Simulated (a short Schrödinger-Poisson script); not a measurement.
System: MOS inversion layer, SiO2 on p-type Si(100), at 300 K.

From the gate side: 2.1 nm SiO2; 220 nm Si, acceptors 3.9e18 cm⁻³.

Constants are typed, rounded textbook-type inputs, not results; the design itself was drawn at random and stands for no fabricated device. SiO2: permittivity 3.9, conduction-band edge (eV) 3.15, gap (eV) 9, electron mass (mₑ) 0.5. Si: permittivity 11.7, conduction-band edge (eV) 0, gap (eV) 1.124, Nv at 300 K (cm⁻³) 3.1e19.

Channel valleys (confinement mass, in-plane density-of-states mass, number): Δ2 0.916, 0.19, 2; Δ4 0.19, 0.417, 4. At the gate the conduction-band edge of layer 1 lies 3.45 eV − eVg above the Fermi level of the channel; the field vanishes at the back. Gaps are held at their typed values at every temperature. Mesh 0.03 nm at interfaces.

Solved with a short Schrödinger-Poisson script written for these runs: 1D Poisson equation in equilibrium, electrons quantum, Hartree (BenDaniel-Duke, 12 states a valley, the channel's in-plane mass for all, wave functions ending at the dielectric), parabolic valleys, classical holes, full ionisation, no traps, pinning or gate leakage.

```tsv
Vg (V)	electrons (cm⁻²)	C (μF/cm²)	Δ2 E0 (meV from the Fermi level)	Δ4 E0 (meV from the Fermi level)
1	2.84e9	0.425	189.3	310.1
1.1	3.86e10	0.514	121.6	245.6
1.2	2.83e11	0.875	69.3	196.3
1.3	8.25e11	1.13	39.9	169.6
1.4	1.52e12	1.24	21.9	154.2
1.5	2.28e12	1.29	8.9	143.7
1.6	3.07e12	1.32	-1.4	135.7
1.7	3.88e12	1.34	-10.3	129.2
1.8	4.71e12	1.36	-18.2	123.6
1.9	5.55e12	1.37	-25.4	118.6
2	6.39e12	1.38	-32.1	114.1
2.1	7.25e12	1.38	-38.5	109.9
2.2	8.10e12	1.39	-44.6	106.0
2.3	8.96e12	1.39	-50.5	102.3
2.4	9.83e12	1.40	-56.2	98.7
```

Gate voltages with under 1e9 electrons/cm² are left out.

Problem. At Vg = 2.4 V the lowest Δ2 subband lies at -56.2 meV from the Fermi level. How many electrons does it hold, and what share of all?

Solution. The two-dimensional density of states is g m/(πħ²) = 1.59e11 cm⁻² meV⁻¹ (both spins), kT = 25.9 meV, so n = D kT ln(1 + exp(−E/kT)) = 9.37e12 cm⁻², 0.95 of the 9.83e12 cm⁻² in all.

Problem. Compare the slope of the sheet density between 2.2 and 2.4 V with the geometric capacitance of the layers between gate and channel.

Solution. q Δn/ΔV = 1.39 μF/cm²; ε0/Σ(t/ε) = 1.64 μF/cm². The ratio is 0.84: the channel acts as a further capacitance in series.
